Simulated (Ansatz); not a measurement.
We consider SnS (I4/mmm, No. 139, 4 atoms in the cell; start mp-8781; a measured phase of this formula has another space group), described by PBEsol (PAW; Ansatz, a first-principles code).

Run with plane-wave cutoff 500 eV, 1×10×10 k mesh (along the axes of the cell as run), gaussian smearing 0.02 eV, scalar-relativistic PAW data made under PBE.

Cell (relaxed at this level):

```xyz
4
Lattice="5.2007 0.0000 0.0000 0.0000 2.9988 2.9988 0.0000 -2.9988 2.9988" Properties=species:S:1:pos:R:3 pbc="T T T"
Sn     1.3002    -1.4994     3.0708
Sn     3.9006     1.4994     3.0708
S      1.3002     1.4994     3.0708
S      3.9006    -1.4994     3.0708
```

Task: What does this level give for the band gap?

Result: 
* **band gap**: 1.74 eV (on the SCF k mesh)

Note: the relaxation could not lower the start's symmetry, so the cell can be a saddle point above a distorted one.

Spin–orbit coupling is not included.

The computed numbers hold no vibrational or temperature effects.

The result took roughly 40 core-seconds.

A start named mp-… is a Materials Project structure, which need not be a measured phase.
